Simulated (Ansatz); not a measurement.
CdInNO (model structure, started from the AlSiCN type, P3m1, No. 156, 4 atoms in the cell) was calculated with r²SCAN+SOC in Ansatz (PAW).

Numerical settings: plane-wave cutoff 560 eV, 18×18×10 k mesh (along the axes of the cell as run), Fermi–Dirac smearing 0.05 eV, PAW data made under PBE.

Cell (relaxed with PBEsol):

```
CdInNO
1.0
    3.55663     0.00000     0.00000
   -1.77832     3.08013     0.00000
    0.00000     0.00000     5.74815
In Cd O N
1 1 1 1
Cartesian
  0.00000   2.05342   2.91880
  1.77832   1.02671   5.71128
  0.00000   2.05342   0.79485
  1.77832   1.02671   3.50835
```

Give the computed band gap.


- band gap = 0.01 eV (under three smearing widths, so not firm)

Note: the relaxation could raise the start's symmetry but not lower it, so the cell can be a saddle point; cell and atoms aren't relaxed at this level (largest force component 0.11 eV/Å, pressure 1.1 GPa).

Static lattice: no zero-point or thermal effects.

Computing time: around 13 core-minutes (rough).

A model structure was made by putting elements into a prototype or built by hand; it is no filed structure, need not be a known phase, and can be a saddle point held by its symmetry.

Ansatz is a first-principles code.
